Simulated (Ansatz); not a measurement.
Defect migration in wurtzite GaN: Sc-vacancy pair (Sc on one host Ga site, one Ga site vacant), charge state -3. Computed with PBE, PAW (plane waves to 420 eV; Ansatz, a quantum-chemistry and plane-wave program).

Cell of 72 host sites held at the relaxed PBE lattice; one k-point at (0.125, 0.250, 0.250); Fermi-Dirac width 0.01 eV, spin-restricted; finite-size errors left in. Energies are static. The charge state is imposed; whether it is stable for some Fermi level was not computed. Forms of the defect that were not tried may lie lower. The start lies 0.21 eV above the lowest site run (PBE).

Barriers: single points on a 2×2×2 k-point mesh shifted by half a step along c at the bands' geometries (they differ from the bands' own by up to 0.05 eV, and are uncertain by about as much).

The step: one Ga atom jumps into the vacancy from a nearby Ga site (Sc-vacancy distance between ideal sites 3.21 → 5.24 Å). Atoms about the jump, Cartesian Å from the middle of the jump, before and after:

```
atom     x0     y0     z0     x1     y1     z1
----  -----  -----  -----  -----  -----  -----
Ga1    0.78  -0.45   1.27  -0.78   0.45  -1.27
N2    -0.80   0.46   0.85  -0.90   0.52   0.61
N3     0.93  -0.53  -1.99   0.80  -0.45  -2.03
N4     2.43   0.46   0.67   2.51   0.52   0.61
N5     0.81  -2.34   0.67   0.81  -2.44   0.60
Ga6    2.38   0.44  -1.33   2.37   0.45  -1.27
Ga7    0.80  -2.27  -1.33   0.80  -2.27  -1.27
N8    -0.81   2.46  -2.04  -0.81   2.34  -1.97
N9    -2.53  -0.52  -2.04  -2.43  -0.47  -1.97
Ga10  -0.80   2.28   1.25  -0.80   2.26   1.26
Ga11  -2.38  -0.45   1.25  -2.37  -0.45   1.26
Ga12   0.76   3.22  -1.35   0.80   3.25  -1.32
Ga13  -2.41  -2.26  -1.36  -2.42  -2.32  -1.32
N14    0.81   3.25   0.64   0.80   3.25   0.65
N15   -2.41  -2.33   0.64  -2.42  -2.33   0.65
Sc16   0.76  -0.43  -3.93   0.80  -0.46  -4.22
```

Task: Give the saddle-point geometry and the barrier.

Result: 
```
atom      x      y      z
----  -----  -----  -----
Ga1    0.04  -0.01  -0.43
N2    -0.92   0.53   0.97
N3     0.95  -0.54  -1.98
N4     2.39   0.53   0.53
N5     0.74  -2.34   0.53
Ga6    2.55   0.48  -1.39
Ga7    0.87  -2.44  -1.38
N8    -0.75   2.34  -1.95
N9    -2.40  -0.51  -1.95
Ga10  -0.84   2.38   1.31
Ga11  -2.48  -0.46   1.31
Ga12   0.80   3.23  -1.34
Ga13  -2.40  -2.30  -1.34
N14    0.78   3.27   0.65
N15   -2.45  -2.32   0.65
Sc16   0.77  -0.44  -4.19
```
It lies 1.68 eV above the start and 1.89 eV above the end. The program found a first-order saddle point.
